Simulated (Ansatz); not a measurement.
Start from Mo in the bcc (W type) structure (space group Im-3m, No. 229; a = 3.151 Å; relaxed with 0.1 eV smearing). Axes: x, y, z lie along the cube axes.

Structures relaxed with r2SCAN in Ansatz (plane waves to 500 eV, PAW, no spin-orbit coupling).

Base:

Simulated powder pattern, Co Kα, λ = 1.79026 Å (kinematic, ideal powder, no thermal factors, no anomalous dispersion; the 8 strongest lines at most, above 2 %, up to 2θ = 90°):

```tsv
2θ (°)	I/Imax (%)	hkl
47.38	100	(110)
69.24	16	(200)
88.19	36	(211)
```

After one change:

Simulated powder pattern, Co Kα, λ = 1.79026 Å (kinematic, ideal powder, no thermal factors, no anomalous dispersion; the 8 strongest lines at most, above 2 %, up to 2θ = 90°):

```csv
2θ (°),I/Imax (%)
47.38,51
47.56,100
69.24,16
69.82,8.0
88.33,36
88.73,18
```

Problem. Which change produced these results?
A. uniaxial strain ε_xx = −0.72 %
B. strain tensor (xx, yy, zz, yz, xz, xy) = (+1.61, +1.82, +0.17, −0.36, +1.43, +1.40) %
C. strain tensor (xx, yy, zz, yz, xz, xy) = (+0.34, −0.62, +0.03, −1.55, −0.30, +0.49) %
D. strain tensor (xx, yy, zz, yz, xz, xy) = (+1.70, +0.11, +0.69, +1.10, +0.36, −1.46) %

Solution. A, uniaxial strain ε_xx = −0.72 %. Its volume per atom is 15.53 Å³ against 15.64 Å³, and its space group is I4/mmm (No. 139).

Whether these cells are dynamically stable was not tested. The final runs are not spin-polarised.

Ansatz is an electronic-structure program.
